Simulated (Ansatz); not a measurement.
System: BeTe (model structure, started from the NiAs type, P6₃/mmc, No. 194, 4 atoms in the cell). Method: LDA (Ansatz, an electronic-structure program, PAW).

Input:

Ansatz 0.2 input:
```yaml
crystal:
  lattice:
    - [3.753364633, -0.0000002836, 0.0]
    - [-1.8766820709, 3.2505092636, 0.0]
    - [0.0, 0.0, 5.881125935]
  atoms:
    - { symbol: Be, position: [0.0, 0.0, 0.0] }
    - { symbol: Be, position: [0.0, 0.0, 0.5] }
    - { symbol: Te, position: [0.3333333333, 0.6666666667, 0.25] }
    - { symbol: Te, position: [0.6666666667, 0.3333333333, 0.75] }
basis:
  ecutwfc: 520
  ecutrho_ratio: 4
  xc_grid: 2
kpoints:
  mp_grid: { grid: [18, 18, 10] }
hamiltonian:
  xc: lda
  dispersion: none
  pseudopotentials: { kind: paw }
scf:
  occupations: { method: fermi_dirac, width: 0.05 }
output:
  forces: true
  stress: true
  eigenvalues: true
relax:
  f_tol: 0.004
  escape_saddle: false
  max_steps: 80
  cell: { stress_tol: 0.02, fix: [volume] }
```

Excerpt of the program's output:

```
Relaxation: its limit of steps is 80 (relax.max_steps)
Crystal: 4 atoms, lattice volume = 71.752 Å³
Basis set: ecut = 520 eV, 1911 PW (Γ), exchange–correlation on 60×60×90 points (8 copies of the dense FFT grid, shifted against one another)
Bands: 22, of which v1, the nominal top of the filled ones, is band 18 counted from 1 (17 counted from 0)
Symmetry: 24 space group operations
Space group: P63/mmc (ITA 194), of the structure as read, at distance tolerance 4.2e-5 Å
k-points: 222 of 3240
Functional: x = slater, c = lda
SCF iter   1: F=—  HF=-13830.513057 eV  |F-HF|=—  |Δ(HF+E_count)|=         —  Δρ=6.43e-3  dr2=2.73e-2
SCF iter   2: F=—  HF=-13830.505407 eV  |F-HF|=—  |Δ(HF+E_count)|=   7.65e-3  Δρ=3.44e-3  dr2=7.66e-3
  ...
SCF 1 converged in 7 iterations: F = -13830.502490 eV  dr2 = 3.35e-9
Crystal: 4 atoms, lattice volume = 71.752 Å³
Initial density: handed on by an earlier stage of this run
SCF 2 converged in 4 iterations: F = -13830.502496 eV  dr2 = 1.58e-10
Crystal: 4 atoms, lattice volume = 71.752 Å³
SCF iter   4: F=—  HF=-13830.502495 eV  |F-HF|=—  |Δ(HF+E_count)|=  1.27e-11  Δρ=8.31e-8  dr2=8.05e-12
SCF iter   5: F=-13830.502495 eV  HF=-13830.502495 eV  |F-HF|=0.00e0  |Δ(HF+E_count)|=  5.46e-12  Δρ=3.40e-8  dr2=5.32e-13
SCF 3 converged in 5 iterations: F = -13830.502495 eV  dr2 = 5.32e-13
SCF converged after 5 iterations
Free energy (F): -13830.502495 eV
Internal energy: -13830.497179 eV  (E = F + TS)
E sigma→0 (E₀):  -13830.499837 eV
Fermi energy:    10.841857 eV
--- Stress (GPa, compression-positive) ---
        1.606508      -0.000000       0.000000
        0.000000       1.606508       0.000000
        0.000000       0.000000       1.586065
  P = ⅓ Tr σ = 1.5997 GPa (15.997 kbar)
```

The cell is one volume of an energy–volume scan, off the minimum.

The PAW data were made under PBE.

Note: the relaxation could raise the start's symmetry but not lower it, so the cell can be a saddle point.

A model structure was made by putting elements into a prototype or built by hand; it is no filed structure, need not be a known phase, and can be a saddle point held by its symmetry.
